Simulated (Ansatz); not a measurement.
ZnS under a change: tensor shear ε_xz = +0.48 %

The reference is ZnS in the zinc blende structure (space group F-43m, No. 216; a = 5.357 Å). Axes: x, y, z lie along the cube axes.

Modification: tensor shear ε_xz = +0.48 % (engineering shear γ = 0.0096); the atoms relax in the strained cell.

Calculations: Kohn–Sham DFT with the PBEsol functional, run in Ansatz (a quantum-chemistry and plane-wave program) with PAW and 420 eV plane waves, no spin-orbit coupling, earlier PAW set. k-mesh 11×11×11 (Γ-centred); smearing 0.05 eV (Fermi–Dirac).

Volume per atom: 19.22 Å³ (base 19.22 Å³)
Energy relative to the base (free energy F): +0.3 meV/atom
Band gap: 2.05 eV (base 2.08 eV)
Gap character: direct at Γ (base direct at Γ)
Electron mass: 0.17 mₑ (at Γ) (base 0.17 mₑ (at Γ))
Valence-band top at Γ (three highest levels, from the VBM): 0.00, -0.03, -0.05 eV (base 0.00, 0.00, 0.00 eV)
Valley order (the lowest conduction-band minima on the path, energy above the VBM, named in the base's zone): Γ 2.05 eV; X along [010] 3.14 eV; X along [001] 3.15 eV; L along [11-1] 3.17 eV (base Γ 2.08 eV; X along ⟨100⟩ 3.17 eV; L along ⟨111⟩ 3.23 eV)
Stress (xx, yy, zz, yz, xz, xy; compression positive): (-0.01, -0.01, -0.01, 0.00, -0.47, 0.00) GPa

Final structure:

```
ZnS
1.0
    0.01286     2.67846     2.67846
    2.69132     0.00000     2.69132
    2.67846     2.67846     0.01286
S Zn
1 1
Direct
  0.75089   0.74911   0.75089
  0.99911   0.00089   0.99911
```

Masses are band curvatures over ±0.01 Å⁻¹ around the edge. Whether these cells are dynamically stable was not tested. Labels are those of the standard path for the cell's own space group.
